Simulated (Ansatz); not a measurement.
A self-consistent single point of Ba (Im-3m, 1 atom in the cell) with Ansatz (a first-principles code).

Method of the run: PBE (plane waves, PAW; Ansatz).

The change in words: lattice scaled by 0.98; kpoints.mp_grid.grid: 9 9 9 → 10 10 10; scf.occupations.width: 0.1 eV → 0.05 eV. Reference geometry:
```
Ba
1.0
   -2.49745     2.49745     2.49745
    2.49745    -2.49745     2.49745
    2.49745     2.49745    -2.49745
Ba
1
Direct
  0.00000   0.00000   0.00000
```

Reference input (self-consistent single point, DFT, PBE, plane waves, default PAW files): basis.ecutwfc = 420 eV; kpoints.mp_grid.grid = 9 9 9; hamiltonian.xc = pbe; hamiltonian.pseudopotentials = {kind: paw} (the program's default PAW files); scf.occupations.method = gaussian; scf.occupations.width = 0.1 eV. This run's input differs from it in these lines:

Ansatz 0.2 input:
```diff
@@ -3,5 +3,5 @@
   lattice:
-    - [-2.49745000, 2.49745000, 2.49745000]
-    - [2.49745000, -2.49745000, 2.49745000]
-    - [2.49745000, 2.49745000, -2.49745000]
+    - [-2.44750100, 2.44750100, 2.44750100]
+    - [2.44750100, -2.44750100, 2.44750100]
+    - [2.44750100, 2.44750100, -2.44750100]
   atoms:
@@ -11,3 +11,3 @@
 kpoints:
-  mp_grid: { grid: [9, 9, 9] }
+  mp_grid: { grid: [10, 10, 10] }
 hamiltonian:
@@ -16,3 +16,3 @@
 scf:
-  occupations: { method: gaussian, width: 0.1 eV }
+  occupations: { method: gaussian, width: 0.05 eV }
 output:
```

Output, abridged:

```
SCF iter   1: F=—  HF=-5949.528886 eV  |F-HF|=—  |Δ(HF+E_count)|=         —  Δρ=1.18e-3  dr2=1.15e-3  ethr=1.77e-3  ⟨swp⟩=7.9  Hψ=4258  notcnv=0
all-band conjugate gradients solve this SCF's bands
preconditioner: auto → none
SCF iter   2: F=—  HF=-5949.529066 eV  |F-HF|=—  |Δ(HF+E_count)|=   1.80e-4  Δρ=6.45e-4  dr2=2.37e-4  ethr=1.15e-5  ⟨swp⟩=2.3  Hψ=998  notcnv=0
SCF iter   3: F=—  HF=-5949.529176 eV  |F-HF|=—  |Δ(HF+E_count)|=   1.10e-4  Δρ=7.92e-5  dr2=2.47e-6  ethr=2.37e-6  ⟨swp⟩=2.8  Hψ=658  notcnv=0  defer=1
SCF iter   4: F=—  HF=-5949.529180 eV  |F-HF|=—  |Δ(HF+E_count)|=   3.73e-6  Δρ=9.62e-6  dr2=4.14e-8  ethr=2.47e-8  ⟨swp⟩=2.3  Hψ=630  notcnv=0  defer=1
iter 5 did not close the SCF: its close was put off for the readings that it lacked (scf_convergence_deferred on its scf_iter line)
SCF iter   5: F=-5949.529180 eV  HF=-5949.529180 eV  |F-HF|=6.29e-10  |Δ(HF+E_count)|=   2.88e-8  Δρ=2.29e-6  dr2=2.96e-9  ethr=4.14e-10  ⟨swp⟩=2.1  Hψ=648  notcnv=0  defer=1
SCF iter   6: F=-5949.529180 eV  HF=-5949.529180 eV  |F-HF|=2.46e-11  |Δ(HF+E_count)|=   1.38e-9  Δρ=3.60e-7  dr2=7.00e-11  ethr=2.96e-11  ⟨swp⟩=2.4  Hψ=1598  notcnv=0
SCF 1 converged in 6 iterations: F = -5949.529180 eV  dr2 = 7.00e-11
Free energy (F): -5949.529180 eV
Internal energy: -5949.527233 eV  (E = F + TS)
E sigma→0 (E₀):  -5949.528207 eV
Entropy (-TS):   -0.001947 eV (-1.947 meV/atom)
Fermi energy:    6.357588 eV
--- Forces (eV/Å), atoms counted from 1 ---
  atom   1  Ba     0.00000000    -0.00000000     0.00000000
--- Stress (GPa, compression-positive) ---
        0.741539       0.000000      -0.000000
       -0.000000       0.741539      -0.000000
       -0.000000      -0.000000       0.741539
  P = ⅓ Tr σ = 0.7415 GPa (7.415 kbar)
  The stress holds the Pulay correction. Without it, at fixed plane waves, as pw.x and ABINIT print it: P = 0.7401 GPa
```

The run converged in 6 iterations. Against the reference run the free energy goes up by 12.9 meV/atom and the pressure goes from 0.15 to 0.74 GPa.

The starting cell has typed, rounded lattice constants, without a prior relaxation at this level. Its lattice was rescaled by up to half a per cent. For this run, on top of that: lattice scaled by 0.98. Ansatz's pressure includes its estimate of the finite-basis (Pulay) stress.
